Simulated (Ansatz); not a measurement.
An Ansatz (an electronic-structure program) run: hypothetical CsCl type LaAs; DFT with PBEsol, PAW potentials and a 420 eV plane-wave cutoff in Ansatz, without spin-orbit coupling.

Input:

Ansatz 0.2 input:
```yaml
crystal:
  lattice:
    - [3.6853826921, 0, 0]
    - [0, 3.6853826921, 0]
    - [0, 0, 3.6853826921]
  atoms:
    - { symbol: La, position: [0, 0, 0] }
    - { symbol: As, position: [0.5, 0.5, 0.5] }
basis: { ecutwfc: 420, ecutrho_ratio: 4, xc_grid: 2, fft_grid_basis: typed }
kpoints: { mp_grid: { grid: [13, 13, 13] } }
hamiltonian:
  xc: pbesol
  dispersion: none
  pseudopotentials: { kind: paw }
scf: { occupations: { method: fermi_dirac, width: 0.05 }, convergence: { dr2_threshold: 0.0000000002 } }
output: { forces: true, stress: true }
```

Output (explanatory and most iteration lines left out):

```
Pseudopotential: La, paw, valence charge 11
Pseudopotential: As, paw, valence charge 15
Crystal: 2 atoms, lattice volume = 50.055 Å³
Basis set: ecut = 420 eV, 949 PW (Γ), exchange–correlation on 50×50×50 points (8 copies of the dense FFT grid, shifted against one another)
Bands: 17, of which v1, the nominal top of the filled ones, is band 13 counted from 1 (12 counted from 0)
Symmetry: 48 space group operations
Space group: Pm-3m (ITA 221), of the structure as read, at distance tolerance 3.7e-5 Å
k-points: 84 of 2197
Functional: x = pbesol(κ = 0.804, μ = 0.12345679012345678), c = pbesol(β = 0.046)
SCF iter   1: F=—  HF=-10976.755987 eV  |F-HF|=—  |Δ(HF+E_count)|=         —  Δρ=6.05e-3  dr2=2.61e-2  ethr=1.77e-3  ⟨swp⟩=4.2  Hψ=5804  notcnv=0
SCF iter   2: F=—  HF=-10976.751442 eV  |F-HF|=—  |Δ(HF+E_count)|=   4.55e-3  Δρ=3.47e-3  dr2=7.89e-3  ethr=1.01e-4  ⟨swp⟩=2.0  Hψ=2369  notcnv=0
SCF 1 converged in 8 iterations: F = -10976.749824 eV  dr2 = 8.88e-11
SCF converged after 8 iterations
Free energy (F): -10976.749824 eV
Internal energy: -10976.741033 eV  (E = F + TS)
E sigma→0 (E₀):  -10976.745428 eV
Entropy (-TS):   -0.008791 eV (-4.396 meV/atom)
Fermi energy:    12.577936 eV
--- Forces (eV/Å), atoms counted from 1 ---
  atom   1  La    -0.00000000     0.00000000    -0.00000000
  atom   2  As     0.00000000    -0.00000000    -0.00000000
--- Stress (GPa, compression-positive) ---
       -0.008986       0.000000       0.000000
        0.000000      -0.008986       0.000000
        0.000000       0.000000      -0.008986
  P = ⅓ Tr σ = -0.0090 GPa (-0.090 kbar)
```

Stability against distortions was not tested. All final runs are without spin polarisation. The cell is LaAs in the CsCl type structure (space group Pm-3m, No. 221; a hypothetical phase, not in the database extracts checked).
